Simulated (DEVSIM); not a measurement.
System: Ni/SiO2/p-GaSb capacitor, at 250 K.

```tsv
layer (left to right)	material	thickness (nm)	Na (cm⁻³)
1	SiO2	2.70	-
2	GaSb	900	2.2e16
```

Metal gate on the left, work function 5.1 eV. Fixed charge at the semiconductor interface 0 cm⁻² (in units of +e); no interface traps.

Constants are typed, rounded textbook-type inputs, not results; the design itself was drawn at random and stands for no fabricated device. Values at 300 K; Nc and Nv go as T^1.5, mobilities as T to minus their exponent, the gap by Varshni's rule with the affinity fixed.

| parameter | SiO2 | GaSb |
|---|---|---|
| gap (eV) | 9 | 0.726 |
| affinity (eV) | 0.9 | 4.06 |
| permittivity | 3.9 | 15.7 |
| Nc (cm⁻³) | - | 2.1e17 |
| Nv (cm⁻³) | - | 1.8e19 |
| Varshni α (eV/K) | - | 0.00042 |
| Varshni β (K) | - | 140 |

Simulated with DEVSIM: 1D Poisson equation in equilibrium, Boltzmann statistics, complete ionisation; no quantum confinement or tunnelling. Metal contacts follow the ideal Schottky-Mott rule: no Fermi-level pinning, no interface dipoles.

Tabulate band edges, carrier densities and field at 0.9 V on the gate.

Energies count from the Fermi level of the right contact; mesh points crowd at the junctions.

```csv
x (μm),Ec (eV),Ev (eV),n (cm⁻³),p (cm⁻³),field (V/cm)
0.000,3.300,-5.700,< 1e2,< 1e2,180000
0.0007439,3.313,-5.687,< 1e2,< 1e2,180000
0.001529,3.328,-5.672,< 1e2,< 1e2,180000
0.002343,3.342,-5.658,< 1e2,< 1e2,180000
0.003468,0.192,-0.553,2.2e13,9.9e7,45000
0.005087,0.199,-0.545,1.5e13,1.4e8,44000
0.008061,0.212,-0.532,8.4e12,2.5e8,43000
0.01622,0.247,-0.498,1.7e12,1.3e9,41000
0.02946,0.299,-0.445,1.5e11,1.4e10,38000
0.05286,0.381,-0.363,3.3e9,6.5e11,32000
0.09586,0.496,-0.249,1.6e7,1.3e14,21000
0.2139,0.602,-0.143,120000,1.8e16,1400
0.3918,0.606,-0.139,97000,2.2e16,≈ 0
0.6132,0.606,-0.139,97000,2.2e16,≈ 0
0.7790,0.606,-0.139,97000,2.2e16,≈ 0
0.8359,0.606,-0.139,97000,2.2e16,≈ 0
0.8669,0.606,-0.139,97000,2.2e16,≈ 0
0.8838,0.606,-0.139,97000,2.2e16,≈ 0
0.8949,0.606,-0.139,97000,2.2e16,≈ 0
0.8992,0.606,-0.139,97000,2.2e16,≈ 0
0.9013,0.606,-0.139,97000,2.2e16,≈ 0
0.9027,0.606,-0.139,97000,2.2e16,≈ 0
```
